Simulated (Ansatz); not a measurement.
A15 Nb3Sn (cubic form, which distorts at low temperature) was calculated with PBE (plane waves, PAW; Ansatz, a program for electronic structure).

Settings: plane-wave cutoff 520 eV, 10×10×10 k mesh, Fermi–Dirac smearing 0.05 eV, no spin polarisation, scalar-relativistic PAW data made under PBE.

Cell (relaxed at this level):

Space group Pm-3n (No. 223); a = b = c = 5.319 Å, α = β = γ = 90.00°

```tsv
atom	site	symmetry	x	y	z
Nb	6c	-4m.2	0.0000	0.5000	0.2500
Sn	2a	m-3.	0.0000	0.0000	0.0000
```

Problem. Estimate the bulk modulus B0 and pressure derivative B′ of the bulk modulus that the calculation returns.

Solution. 
- bulk modulus B0: 162 GPa
- pressure derivative B′ of the bulk modulus: 4.2

The run finds no gap.

Measured, for comparison: bulk modulus 165 GPa (4 K, zero-point motion not removed; as tabulated in Lu and Klein (1997), arXiv:cond-mat/9704251). Computed (rounded) less measured: bulk modulus -2 %.

Note: symmetry holds this phase in the static calculation, where it need not be a minimum.

Spin–orbit coupling is not included.

Static lattice: no zero-point or thermal effects.

It cost very roughly 6 core-minutes of CPU time.
